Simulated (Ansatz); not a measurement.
The reference is LiF in the rock salt structure (space group Fm-3m, No. 225).

```yaml
crystal:
  lattice:
    - [0.00000, 2.00393, 2.00393]
    - [2.00393, 0.00000, 2.00393]
    - [2.00393, 2.00393, 0.00000]
  atoms:
    - { symbol: Li, position: [0.00000, 0.00000, 0.00000] }
    - { symbol: F, position: [0.50000, 0.50000, 0.50000] }
```

Cartesian axes are those of the cell as printed.

Computed with PBEsol/PAW in Ansatz (an electronic-structure program), without spin-orbit coupling.

Strains are applied to the cell and any free atomic positions relax.

One change was made to it. Results:

| quantity | base | after |
|---|---|---|
| band gap | 9.05 eV | 9.03 eV |
| energy relative to the base (free energy F) | 0 meV/atom | 0.0 meV/atom |

Q: Which change produced these results?
A) tensor shear ε_xy = +1.14 %
B) tensor shear ε_xy = +1.71 %
C) tensor shear ε_xy = +0.29 %

A: C, tensor shear ε_xy = +0.29 %. For comparison, the band gap in the other runs: tensor shear ε_xy = +1.71 % gives 8.95 eV; tensor shear ε_xy = +1.14 % gives 8.99 eV.

Whether these cells are dynamically stable was not tested.
